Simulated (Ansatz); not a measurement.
Consider CdSe in the wurtzite structure (space group P6_3mc, No. 186; a = 4.3829 Å, c = 7.1547 Å).

Level of theory: PBE (Ansatz, a program for electronic structure, PAW, no SOC), earlier PAW set.

Before the change:

```
Item                                          Value
-----------------------------  --------------------
Band gap                                    0.54 eV
Width of the top valence band               1.56 eV
Valence-band top at Γ          0.00, 0.00, -0.04 eV
Pressure                                   0.0 kbar
```

One thing is altered: every lattice vector is shortened by 1.01 %; the atoms relax in the strained cell.

### Question
What happens to the band gap?

### Answer
The band gap rises by 0.07 eV, from 0.54 eV to 0.61 eV.

### Question
Predict the new width of the top valence band.

### Answer
The width of the top valence band grows by 0.09 eV (1.56 eV → 1.65 eV).

### Question
Predict the new valence-band top at Γ.

### Answer
The valence-band top at Γ (three highest levels, from the VBM) goes from 0.00, 0.00, -0.04 eV to 0.00, 0.00, -0.05 eV.

### Question
How does this affect the pressure?

### Answer
The pressure (mean of the normal stresses, compression positive) goes from zero to 14.6 kbar.

Whether these cells are dynamically stable was not tested.
